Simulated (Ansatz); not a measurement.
The reference is GaP in the zinc blende structure (space group F-43m, No. 216; a = 5.391 Å). Axes: x, y, z lie along the cube axes.

Method: DFT with LDA, PAW potentials and a 420 eV plane-wave cutoff in Ansatz (an electronic-structure program), spin-orbit coupling left out.

Before the change:

```
Property                                     Value
-----------------------------  -------------------
Band gap                                   1.38 eV
Shortest interatomic distance              2.335 Å
Valence-band top at Γ          0.00, 0.00, 0.00 eV
```

One thing is altered: the cell is stretched by 2.00 % along z with no lateral relaxation, atoms relaxed at fixed cell.

Problem. Predict the new band gap, shortest interatomic distance, stress and valence-band top at Γ.

Solution. The band gap drops by 0.06 eV to 1.32 eV; the shortest interatomic distance goes up by 0.0157 Å (2.335 Å → 2.350 Å); the stress (xx, yy, zz, yz, xz, xy; compression positive) amounts to (-1.19, -1.19, -2.79, 0.00, 0.00, 0.00) GPa; the valence-band top at Γ (three highest levels, from the VBM) becomes 0.00, 0.00, -0.12 eV (base: 0.00, 0.00, 0.00 eV).

The cells carry an imposed strain or load. Stability against distortions was not tested.
